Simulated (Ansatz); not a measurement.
## Lattice constant a of Pd₃SnC (model structure, started from the Ni3MgC type, Pm-3m, No. 221, 5 atoms in the cell) at several levels of theory

No measured value is used here.

```csv
level (code),value (Å)
LDA (Ansatz),4.140
PBE (Ansatz),[?]
PBEsol (Ansatz),4.173
```

Question: Some entries are withheld; supply them.

Answer: 
- PBE (Ansatz, a program for electronic structure), value (Å): 4.235

Ansatz's density-functional and Hartree–Fock values are scalar-relativistic unless marked +SOC, with PAW data made under PBE.

A model structure was made by putting elements into a prototype or built by hand; it is no filed structure, need not be a known phase, and can be a saddle point held by its symmetry.
